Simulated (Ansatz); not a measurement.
Start from CdS in the zinc blende structure (space group F-43m, No. 216; a = 5.824 Å). Axes: x, y, z lie along the cube axes.

Now apply this change: biaxial strain +0.71 %, plane normal [001], relaxed out of plane (Cartesian); in-plane vectors clamped, the third vector and the atoms free.

Levels (all Ansatz, an electronic-structure program, PAW): PBEsol (420 eV, no SOC); r2SCAN (500 eV, spin-orbit coupling left out).

The geometry is relaxed with PBEsol.

- PBEsol band gap = 0.97 eV
- PBEsol electron mass = 0.11 mₑ (at Γ)
- PBEsol pressure = -0.22 GPa

With r2SCAN at the same geometry, the band gap goes up by 0.59 eV to 1.56 eV; the electron mass changes from 0.11 mₑ (at Γ) to 0.15 mₑ (at Γ); the pressure goes up by 1.74 GPa to 1.52 GPa.

Single points use the geometry relaxed with PBEsol. Their cutoffs differ, which shifts pressures a little. Effective masses come from finite differences of ±0.01 Å⁻¹. Stability against distortions was not tested.
